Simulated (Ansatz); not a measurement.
Start from ZrC in the rock salt structure (space group Fm-3m, No. 225; a = 4.669 Å; relaxed with 0.1 eV smearing). Axes: x, y, z lie along the cube axes.

Calculations: PBEsol, PAW, 420 eV (Ansatz, a first-principles code; spin-orbit coupling left out).

Strains are applied to the cell and any free atomic positions relax; under biaxial strain the out-of-plane vector relaxes too.

One change was made to it. Results:

The pressure (mean of the normal stresses, compression positive) goes from zero to 1.9 GPa; the volume per atom decreases by 0.10 Å³, from 12.72 Å³ to 12.62 Å³; the energy increases by 1.1 meV/atom.

Q: What was done to the base?
A. biaxial strain −1.50 %, plane normal [001], relaxed out of plane
B. biaxial strain +1.50 %, plane normal [001], relaxed out of plane
C. biaxial strain +1.00 %, plane normal [001], relaxed out of plane
D. biaxial strain −0.50 %, plane normal [001], relaxed out of plane

A: D, biaxial strain −0.50 %, plane normal [001], relaxed out of plane. For comparison, the energy relative to the base in the other runs: biaxial strain −1.50 %, plane normal [001], relaxed out of plane gives +11 meV/atom; biaxial strain +1.00 %, plane normal [001], relaxed out of plane gives +4.3 meV/atom; biaxial strain +1.50 %, plane normal [001], relaxed out of plane gives +9.5 meV/atom.

Whether these cells are dynamically stable was not tested. The final runs are not spin-polarised.
